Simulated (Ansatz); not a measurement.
A periodic model of amorphous Ge44H6:

```xyz
50
Lattice="10.6605 0.4952 0.6797 0.4952 10.5832 0.3927 0.6797 0.3927 9.6938" Properties=species:S:1:pos:R:3 pbc="T T T"
Ge     6.6238    10.3621     6.2143
Ge     6.4083     6.9508     8.1465
Ge     2.0628     2.1524     4.8075
Ge     0.6729     3.4156     3.1077
Ge     1.2060     6.5791     0.4305
Ge     7.9795     3.3067     6.3770
Ge     3.0929     3.0876     0.5601
Ge     8.6102    10.4043     9.0804
Ge     4.6964     1.3475     1.6151
Ge     6.7045     8.6453     3.3337
Ge     0.8836     0.2338     2.1187
Ge    11.1087     5.4813     7.5405
Ge     0.5356     2.3954     0.8009
Ge     4.6274     0.6432     7.6740
Ge     9.2538     1.9545     8.0978
Ge     6.7369     2.5125     2.4686
Ge     1.6746     7.3713     4.2952
Ge     3.1140     8.6781     2.6044
Ge     3.8594     3.7914     5.5561
Ge     6.3361     6.3539     5.1612
Ge     1.7381     5.5893     2.6061
Ge     9.9325     8.4914     5.3845
Ge     3.2743     0.3857     3.4245
Ge     4.0031     7.7251     7.2590
Ge    10.5377     6.9824     9.4323
Ge     5.5581     7.4157     1.0035
Ge     8.1891     8.6643     7.2980
Ge     7.5424     1.5117     4.6519
Ge     4.6564     3.1703     7.9114
Ge    10.3195    10.9271     5.0572
Ge     5.5157     4.4098     3.6815
Ge     2.6400     5.9519     6.0827
Ge     0.5491     0.5349     6.0856
Ge     4.8510     8.9037     5.1110
Ge     8.8718     3.7138    10.0647
Ge     6.2916    10.3963    10.1206
Ge     6.8449     4.3544     8.3818
Ge     9.4372     9.8747     1.3805
Ge     9.6573     4.8435     5.4476
Ge     2.8858     9.9888     7.9032
Ge     1.2243     9.1019     0.4893
Ge     8.6266     6.8239     3.9746
Ge     4.0655     5.2184     1.7694
Ge     7.9969     6.4769     1.4833
H      0.7702     3.5945     7.5128
H     10.4914     8.3871     8.7529
H      3.1537     6.7034     9.1912
H      8.5980     0.5827     1.7962
H      7.6747     4.9032     1.4968
H      9.1243     8.7338     2.4189
```

Calculation: PBE, scalar-relativistic without spin-orbit coupling (plane waves to 420 eV, PAW; Ansatz, a first-principles code).

Preparation: random packing, a CHGNet melt and quench, and a DFT relaxation. The hot cell started wider than the set density and was brought back towards it in steps. It is the lowest in DFT energy of 3 quenches. It is a model cell: composition and starting density were chosen by hand, and all elements were melted together. No dispersion term was used. Its density started from a set value of 4.90 and ended at 4.90 g/cm³. Cooling (nominally 550 K/ps over its main leg) ran many orders faster than in experiment, which tends to leave more defects and strain. One small periodic cell is one sample of the glass; other quenches scatter about these values. The volume was held where the preparation left it and the shape relaxed, at a PBE pressure of -0.9 GPa (tension). Stress components on the final sampling reach 1.1 GPa. On a 2×2×2 Γ-centred mesh force components of up to 0.33 eV/Å stay, since the relaxation ran on one k-point at (1/4, 1/4, 1/4).

Cut-offs for bonds: Ge-Ge 2.85 Å, Ge-H 1.80 Å, H-H 0.90 Å.

Question: Give the coordination numbers, mean bond lengths and angles.

Answer: 
Mean coordination of Ge: 3.91 (2 with 2, 3 with 3, 36 with 4, 3 with 5)
Mean coordination of H: 1.00 (6 with 1)
Mean Ge-Ge bond: 2.570 Å (spread 0.072 Å, 83 counted)
Mean Ge-H bond: 1.578 Å (spread 0.017 Å, 6 counted)
Bond angle at Ge: mean 107.4°, spread 15.0°

Question: Which atoms depart from the most common coordination of their element?

Answer: Ge10 has 2 (Ge34 2.58 Å, Ge42 2.72 Å; Ge26 at 2.87 Å just beyond; Ge20 at 2.95 Å just beyond); Ge11 has 5 (Ge13 2.56 Å, Ge30 2.57 Å, Ge41 2.66 Å, Ge23 2.73 Å, Ge18 2.76 Å); Ge13 has 3 (Ge4 2.53 Å, Ge11 2.56 Å, Ge7 2.66 Å); Ge18 has 3 (Ge17 2.58 Å, Ge23 2.67 Å, Ge11 2.76 Å; Ge41 at 2.87 Å just beyond); Ge20 has 2 (Ge31 2.58 Å, Ge42 2.62 Å; Ge34 at 2.95 Å just beyond; Ge10 at 2.95 Å just beyond); Ge23 has 5 (Ge9 2.49 Å, Ge3 2.55 Å, Ge34 2.67 Å, Ge18 2.67 Å, Ge11 2.73 Å); Ge35 has 3 (Ge15 2.67 Å, Ge16 2.68 Å, Ge37 2.71 Å); Ge42 has 5 (Ge22 2.54 Å, Ge44 2.59 Å, Ge20 2.62 Å, Ge39 2.67 Å, Ge10 2.72 Å).

Question: What Bader charges do the atoms carry, from a run on one k-point at (1/4, 1/4, 1/4)?

Answer: Means (range): Ge +0.04 e (-0.10 to +0.53), H -0.32 e (-0.33 to -0.31).
| atom | charge (e) |
|---|---|
| Ge1 | -0.06 |
| Ge2 | +0.06 |
| Ge3 | +0.01 |
| Ge4 | -0.04 |
| Ge5 | +0.26 |
| Ge6 | -0.06 |
| Ge7 | -0.02 |
| Ge8 | -0.03 |
| Ge9 | -0.01 |
| Ge10 | +0.16 |
| Ge11 | -0.02 |
| Ge12 | +0.28 |
| Ge13 | +0.11 |
| Ge14 | -0.01 |
| Ge15 | -0.03 |
| Ge16 | +0.03 |
| Ge17 | -0.06 |
| Ge18 | +0.14 |
| Ge19 | +0.02 |
| Ge20 | +0.05 |
| Ge21 | -0.06 |
| Ge22 | +0.03 |
| Ge23 | -0.06 |
| Ge24 | +0.09 |
| Ge25 | +0.26 |
| Ge26 | -0.03 |
| Ge27 | +0.04 |
| Ge28 | +0.04 |
| Ge29 | -0.02 |
| Ge30 | +0.01 |
| Ge31 | -0.05 |
| Ge32 | -0.00 |
| Ge33 | +0.02 |
| Ge34 | -0.10 |
| Ge35 | +0.21 |
| Ge36 | -0.02 |
| Ge37 | +0.01 |
| Ge38 | +0.53 |
| Ge39 | +0.04 |
| Ge40 | +0.03 |
| Ge41 | -0.07 |
| Ge42 | -0.09 |
| Ge43 | +0.01 |
| Ge44 | +0.30 |
| H45 | -0.31 |
| H46 | -0.32 |
| H47 | -0.33 |
| H48 | -0.32 |
| H49 | -0.31 |
| H50 | -0.33 |
